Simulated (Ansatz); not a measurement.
The reference is CdSe in the zinc blende structure (space group F-43m, No. 216; a = 6.1333 Å).

All numbers come from plane-wave PAW DFT at the r2SCAN level (Ansatz, a quantum-chemistry and plane-wave program, 500 eV), no spin-orbit coupling, earlier PAW set.

For the base:

- Volume per atom: 28.84 Å³
- Band gap: 1.03 eV

Now apply this change: cell and atoms relaxed at a pressure of 1.5 GPa.

Q: What does the calculation give for the volume per atom after the change?

A: The volume per atom shrinks by 0.77 Å³ to 28.07 Å³.

Q: Predict the new band gap.

A: The band gap increases by 0.06 eV, from 1.03 eV to 1.09 eV.

Load acts through the strain it causes; cell and atoms are relaxed under it. No phonon test of stability was made.
